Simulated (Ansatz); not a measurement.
The reference is GaAs in the zinc blende structure (space group F-43m, No. 216).

```
CELL_PARAMETERS angstrom
      0.00000     2.80140     2.80140
      2.80140     0.00000     2.80140
      2.80140     2.80140     0.00000
ATOMIC_POSITIONS crystal
  Ga 0.00000 0.00000 0.00000
  As 0.25000 0.25000 0.25000
```

Cartesian axes are those of the cell as printed.

All numbers come from plane-wave PAW DFT at the LDA level (Ansatz, an electronic-structure program, 420 eV), no SOC.

For the base:

- Pressure: 0.01 GPa
- Band gap: 0.49 eV

Now apply this change: tensile biaxial strain of 0.83 % in the plane normal to [111], as in epitaxy on a mismatched substrate; the out-of-plane cell vector and the atoms relax.

**Question.** Predict the new energy relative to the base.

**Answer.** The energy goes up by 1.6 meV/atom.

**Question.** Estimate the effect on the pressure.

**Answer.** The pressure (mean of the normal stresses, compression positive) shrinks by 0.925 GPa to -0.92 GPa.

**Question.** How does this affect the band gap?

**Answer.** The band gap decreases by 0.16 eV to 0.33 eV.

Whether these cells are dynamically stable was not tested.
